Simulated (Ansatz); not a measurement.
Response to strain in RhSi

The reference is RhSi (space group Pnma, No. 62; a cell from a computed database, its experimental status unchecked).

```
CELL_PARAMETERS angstrom
      5.53719     0.00000     0.00000
      0.00000     3.06103     0.00000
      0.00000     0.00000     6.36902
ATOMIC_POSITIONS crystal
  Si 0.18502 0.25000 0.44389
  Si 0.81498 0.75000 0.55611
  Si 0.31498 0.75000 0.94389
  Si 0.68502 0.25000 0.05611
  Rh 0.00310 0.25000 0.79812
  Rh 0.99690 0.75000 0.20188
  Rh 0.49690 0.75000 0.29812
  Rh 0.50310 0.25000 0.70188
```

Cartesian axes are those of the cell as printed.

Strains are applied to the cell and any free atomic positions relax; under biaxial strain the out-of-plane vector relaxes too.

Level of theory: PBEsol (Ansatz, a first-principles code), spin-orbit coupling left out.

Notes on the quantities. pressure: mean of the normal stresses, compression positive; energy relative to the base: free energy F.

```json
[
 {"case": "base", "pressure": "0.0 GPa", "energy relative to the base": "0 meV/atom", "volume per atom": "13.49 Å³"},
 {"case": "biaxial strain −0.96 %, plane normal [001], relaxed out of plane", "pressure": "2.2 GPa", "energy relative to the base": "–", "volume per atom": "13.35 Å³"},
 {"case": "isotropic strain +0.68 %", "pressure": "-4.3 GPa", "energy relative to the base": "+3.8 meV/atom", "volume per atom": "13.77 Å³"},
 {"case": "isotropic strain +4.43 %", "pressure": "-21.1 GPa", "energy relative to the base": "+140 meV/atom", "volume per atom": "15.37 Å³"},
 {"case": "uniaxial strain ε_yy = +0.83 %", "pressure": "-1.5 GPa", "energy relative to the base": "+0.7 meV/atom", "volume per atom": "13.61 Å³"}
]
```

No phonon test of stability was made. All final runs are without spin polarisation.
